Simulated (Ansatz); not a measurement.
**Equilibrium volume per atom of SnSe₂ (model structure, started from the 3R-MoS2 type, R3m, No. 160, 3 atoms in the cell) at several levels of theory**

No measured value is used here.

```
level (code)         value (Å³/atom)
-------------------  ---------------
PBE (Ansatz)              (withheld)
PBEsol (Ansatz)                23.99
PBE-D3(BJ) (Ansatz)            24.25
```

Q: Fill in the missing entries.

A: 
- PBE (Ansatz, a quantum-chemistry and plane-wave program), value (Å³/atom): 25.51

Ansatz's density-functional and Hartree–Fock values are scalar-relativistic unless marked +SOC, with PAW data made under PBE.

A model structure was made by putting elements into a prototype or built by hand; it is no filed structure, need not be a known phase, and can be a saddle point held by its symmetry.
